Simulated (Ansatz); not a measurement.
Electronic density of states of amorphous Mo30N15, density 8.82 g/cm³, on a 2×2×2 Γ-centred mesh with a Gaussian width of 0.1 eV; energies count from the Fermi level. Cell and mesh are small, so fine structure isn't converged. The numbers are results of PBE, scalar-relativistic without spin-orbit coupling (plane waves to 420 eV, PAW; Ansatz, a first-principles code), not measurements. Sampling: a 2×2×2 Γ-centred mesh; Fermi-Dirac width 0.1 eV; no spin polarisation, though the count of electrons is odd. The usual formal charges leave 135 electrons over, so the level spacing at the Fermi energy parts defect or band states and needn't be the band gap.

The cell was made by melting and quenching with the CHGNet potential and then relaxed with DFT. N atoms were pushed apart under 1.9 Å during the dynamics, to hinder bonds among them. The hot cell started wider than the set density and was brought back towards it in steps. It is the lowest in DFT energy of 2 quenches. It is a model cell: composition and starting density were chosen by hand, and all elements were melted together. No dispersion term was used. Its density started from a set value of 9.69 and ended at 8.82 g/cm³. Cooling (nominally 450 K/ps over its main leg) ran many orders faster than in experiment, which tends to leave more defects and strain. One small periodic cell is one sample of the glass; other quenches scatter about these values. The volume was free in the relaxation, at fixed shape. Stress components on the final sampling reach 3.9 GPa. On a 2×2×2 Γ-centred mesh force components of up to 0.49 eV/Å stay, since the relaxation ran on one k-point at (1/4, 1/4, 1/4).

(E - EF (eV), states/(eV atom)): (-12.00, 0.00); (-11.90, 0.00); (-11.80, 0.00); (-11.70, 0.00); (-11.60, 0.00); (-11.50, 0.00); (-11.40, 0.00); (-11.30, 0.00); (-11.20, 0.00); (-11.10, 0.00); (-11.00, 0.00); (-10.90, 0.00); (-10.80, 0.00); (-10.70, 0.00); (-10.60, 0.00); (-10.50, 0.00); (-10.40, 0.00); (-10.30, 0.00); (-10.20, 0.00); (-10.10, 0.00); (-10.00, 0.00); (-9.90, 0.00); (-9.80, 0.00); (-9.70, 0.00); (-9.60, 0.00); (-9.50, 0.00); (-9.40, 0.00); (-9.30, 0.00); (-9.20, 0.00); (-9.10, 0.00); (-9.00, 0.00); (-8.90, 0.00); (-8.80, 0.00); (-8.70, 0.00); (-8.60, 0.00); (-8.50, 0.00); (-8.40, 0.00); (-8.30, 0.00); (-8.20, 0.00); (-8.10, 0.00); (-8.00, 0.00); (-7.90, 0.00); (-7.80, 0.01); (-7.70, 0.15); (-7.60, 0.45); (-7.50, 0.59); (-7.40, 0.59); (-7.30, 0.58); (-7.20, 0.64); (-7.10, 0.71); (-7.00, 0.76); (-6.90, 0.70); (-6.80, 0.73); (-6.70, 0.72); (-6.60, 0.71); (-6.50, 0.65); (-6.40, 0.68); (-6.30, 0.79); (-6.20, 0.82); (-6.10, 0.82); (-6.00, 0.87); (-5.90, 0.84); (-5.80, 0.76); (-5.70, 0.73); (-5.60, 0.71); (-5.50, 0.59); (-5.40, 0.49); (-5.30, 0.47); (-5.20, 0.46); (-5.10, 0.50); (-5.00, 0.50); (-4.90, 0.39); (-4.80, 0.23); (-4.70, 0.19); (-4.60, 0.33); (-4.50, 0.26); (-4.40, 0.21); (-4.30, 0.26); (-4.20, 0.30); (-4.10, 0.31); (-4.00, 0.32); (-3.90, 0.38); (-3.80, 0.50); (-3.70, 0.55); (-3.60, 0.65); (-3.50, 0.72); (-3.40, 0.78); (-3.30, 0.84); (-3.20, 0.91); (-3.10, 0.77); (-3.00, 0.74); (-2.90, 0.77); (-2.80, 0.79); (-2.70, 0.83); (-2.60, 0.85); (-2.50, 0.83); (-2.40, 0.77); (-2.30, 0.80); (-2.20, 0.91); (-2.10, 0.90); (-2.00, 0.78); (-1.90, 0.71); (-1.80, 0.79); (-1.70, 0.86); (-1.60, 0.80); (-1.50, 0.73); (-1.40, 0.78); (-1.30, 0.82); (-1.20, 0.75); (-1.10, 0.76); (-1.00, 0.76); (-0.90, 0.67); (-0.80, 0.67); (-0.70, 0.74); (-0.60, 0.77); (-0.50, 0.75); (-0.40, 0.66); (-0.30, 0.62); (-0.20, 0.61); (-0.10, 0.55); (0.00, 0.55); (0.10, 0.58); (0.20, 0.60); (0.30, 0.64); (0.40, 0.70); (0.50, 0.70); (0.60, 0.68); (0.70, 0.70); (0.80, 0.69); (0.90, 0.66); (1.00, 0.77); (1.10, 0.84); (1.20, 0.85); (1.30, 0.83); (1.40, 0.82); (1.50, 0.88); (1.60, 0.92); (1.70, 0.87); (1.80, 0.92); (1.90, 0.91); (2.00, 0.89)
